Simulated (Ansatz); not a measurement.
Base system: Re in the hcp (Mg type) structure (space group P6_3/mmc, No. 194; a = 2.752 Å, c = 4.440 Å; relaxed with 0.1 eV smearing). Axes: x lies along a and z along c of the hexagonal cell.

Computed with PBEsol (Ansatz, an electronic-structure program), no SOC.

Now apply this change: the cell is stretched by 2.00 % along x with no lateral relaxation; the atoms relax in the strained cell.

Q: Predict the stress tensor and what it implies for the stiffness.

A: Stress of the strained cell less that of the base (GPa, compression positive):
```
  -11.6     0.0     0.0
    0.0    -5.5     0.0
    0.0     0.0    -4.7
```

Then −Δσ_ii/ε with ε = 0.0200 gives secant stiffness values (nonlinear terms included at this strain): C11 ≈ 581 GPa, C12 ≈ 277 GPa and C13 ≈ 233 GPa.

As a check, the harmonic strain energy −½ V₀ Δσ:ε is 11 meV/atom; the computed energy rise is 11 meV/atom.

Stability against distortions was not tested. All final runs are without spin polarisation.
